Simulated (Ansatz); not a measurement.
System: CdS (model structure, started from the BN type, Pm-3n, No. 223, 12 atoms in the cell). Method: PBEsol in Ansatz (PAW).

Run with plane-wave cutoff 520 eV, 6×6×6 k mesh, Fermi–Dirac smearing 0.01 eV, scalar-relativistic PAW data made under PBE.

Cell (relaxed at this level):

```cif
data_Cd6S6
_chemical_formula_sum 'Cd6 S6'
_space_group_name_H-M_alt 'P 1'
_space_group_IT_number 1
_cell_length_a 7.16517
_cell_length_b 7.16517
_cell_length_c 7.16517
_cell_angle_alpha 90.000
_cell_angle_beta 90.000
_cell_angle_gamma 90.000
loop_
_space_group_symop_operation_xyz
  'x, y, z'
loop_
_atom_site_label
_atom_site_type_symbol
_atom_site_fract_x
_atom_site_fract_y
_atom_site_fract_z
_atom_site_occupancy
Cd1 Cd 0.25000 0.00000 0.50000 1
Cd2 Cd 0.50000 0.25000 0.00000 1
Cd3 Cd 0.50000 0.75000 0.00000 1
Cd4 Cd 0.75000 0.00000 0.50000 1
Cd5 Cd 0.00000 0.50000 0.75000 1
Cd6 Cd 0.00000 0.50000 0.25000 1
S1 S 0.25000 0.50000 0.00000 1
S2 S 0.00000 0.25000 0.50000 1
S3 S 0.00000 0.75000 0.50000 1
S4 S 0.75000 0.50000 0.00000 1
S5 S 0.50000 0.00000 0.75000 1
S6 S 0.50000 0.00000 0.25000 1
```

Problem. Predict the band gap.

Solution. 
- band gap = 1.28 eV (on the SCF k mesh)

Note: the relaxation could raise the start's symmetry but not lower it, so the cell can be a saddle point.

Spin–orbit coupling is not included.

It cost roughly 2.2 core-minutes of CPU time.

A model structure was made by putting elements into a prototype or built by hand; it is no filed structure, need not be a known phase, and can be a saddle point held by its symmetry.

Ansatz is a quantum-chemistry and plane-wave program.
